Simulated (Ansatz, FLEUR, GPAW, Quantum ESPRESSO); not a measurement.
# One structure in several programs: LaMg5 (Cm, 6 atoms in the cell)

Self-consistent single point.

```
CELL_PARAMETERS angstrom
      6.39735    -1.58424     0.00000
      6.39735     1.58424     0.00000
     -1.91517     0.00000     7.27625
ATOMIC_POSITIONS crystal
  La 0.38684 0.38684 0.27096
  Mg 0.00986 0.00986 0.99191
  Mg 0.66230 0.66230 0.33893
  Mg 0.06305 0.06305 0.62084
  Mg 0.33273 0.33273 0.67755
  Mg 0.71190 0.71190 0.93315
```

All programs got the same cell, k-point mesh and kind of occupations (in Ansatz's words: kpoints.mp_grid.grid = 5 5 3; scf.occupations.method = fermi_dirac; scf.occupations.width = 0.1 eV); potentials, basis and cutoffs are each program's usual ones.

```csv
code,model,pressure (GPa),largest force (eV/Å),cutoff
Quantum ESPRESSO,"LDA (PZ), GBRV 1.5 ultrasoft (LDA) pseudopotentials",-0.47,0.139,40 Ry
Ansatz,"LDA (PW92), PAW files made with PBE",-0.51,0.140,420 eV
FLEUR,"LDA (Perdew-Zunger), all-electron FLAPW (FLEUR), scalar-relativistic valence",–,0.142,Kmax 3.8 1/bohr
GPAW,"LDA (Perdew-Wang 92), GPAW PAW datasets LDA (gpaw-data 1.0.1)",-0.48,0.140,850 eV
```

Size of the force on each atom (eV/Å): Sizes of forces hide their directions.

```json
[
 {"code": "Quantum ESPRESSO", "La1": "0.053", "Mg2": "0.096", "Mg3": "0.045", "Mg4": "0.089", "Mg5": "0.139", "Mg6": "0.043"},
 {"code": "Ansatz", "La1": "0.055", "Mg2": "0.094", "Mg3": "0.044", "Mg4": "0.091", "Mg5": "0.140", "Mg6": "0.040"},
 {"code": "FLEUR", "La1": "0.054", "Mg2": "0.096", "Mg3": "0.046", "Mg4": "0.088", "Mg5": "0.142", "Mg6": "0.043"},
 {"code": "GPAW", "La1": "0.055", "Mg2": "0.096", "Mg3": "0.045", "Mg4": "0.089", "Mg5": "0.140", "Mg6": "0.043"}
]
```

A dash marks a value that a program does not give, or that is left out as unsure.

The spread over the programs that give each value: pressure within 0.04 GPa; largest force within 0.003 eV/Å.

The starting cell comes from a database of computed structures (which also holds hypothetical and non-ambient phases and stackings), without a prior relaxation at this level. Its lattice was rescaled by a random factor within 2.5 % of one. On Ansatz's run: Without a gap this mesh is coarse (it stands for a supercell whose shortest vector is 16 Å).

### Question
Why do the programs differ, and what cannot be compared?

### Answer
Differences of this kind can come from the potentials, where these differ, and from what each basis and cutoff leave unconverged. The zero of total energies and Fermi levels follows the potentials and each program's conventions, so they are not compared here. FLEUR treats all electrons, but the usual bases taken here (sphere radii, linearisation, local orbitals, empty states) were not tested for convergence, so the values are no reference for the others. Ansatz's pressure is given at a fixed set of plane waves, as the other plane-wave codes print theirs. The same LDA comes in different parametrisations, which differ slightly.

The shared mesh is coarse (it stands for a supercell whose shortest vector is 16 Å), so the values are not converged in it.

Left out of this page: ABINIT (with a known weakness of the program); CP2K (unsound by tests on forces, stress, charge or solver warnings); Elk (not drawn, or without a comparable value).

Ansatz is a quantum-chemistry and plane-wave program.

Keys are those of Ansatz 0.2.
